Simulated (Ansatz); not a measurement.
## F on the 1x1 (10-10) surface of wurtzite ZnO (cut with top plane O + Zn), one in a 2x1 cell, started at the site 'over O at depth 0.9 Å'

Host crystal: wurtzite ZnO, with a band gap (PBE, scalar-relativistic without spin-orbit coupling).

Level of theory: r2SCAN, at the PBE geometry and the start's symmetry (plane waves to 500 eV, PAW; Ansatz, a first-principles code).

Set-up: 33 atoms, 9.4 Å thick at the start under the adsorbate (thin: gaps and levels are the slab's own); mesh 3x4x1; 0.01 eV smearing; dipole correction on; single point; on the structure that PBE left under its start's symmetry; spin-polarised, ending with about 0.7 μB a cell, a value that depends on the mesh; orders that need a larger cell were not tried, no spin-orbit, no U, no dispersion correction. The slab shows no gap over 0.04 eV on its mesh. The program's check for a lower electronic state was not made. At the end it is bonded to 2 Zn. In PBE it is, or lies within 0.03 eV of, the lowest of the starts that converged; the order may differ at this level.

```
Quantity                                                                                                                  Value
--------------------------------------------------------------------------------------  ---------------------------------------
adsorption energy against ½ F2(g) at the same level                                                                    -1.64 eV
work function of the top face                                                                                           7.56 eV
change of the step from the bottom to the top vacuum level, against the clean slab                                      1.57 eV
height of the binding atom over the mean of the host atoms within 0.3 Å of the top one                                  1.441 Å
nearest host atoms of the binding atom                                                  Zn at 2.02 Å, Zn at 2.02 Å, O at 2.57 Å
cost                                                                                     about 11 core-minutes (a rough figure)
```

A negative adsorption energy means that the adsorbate is more stable on the surface than in its reference.
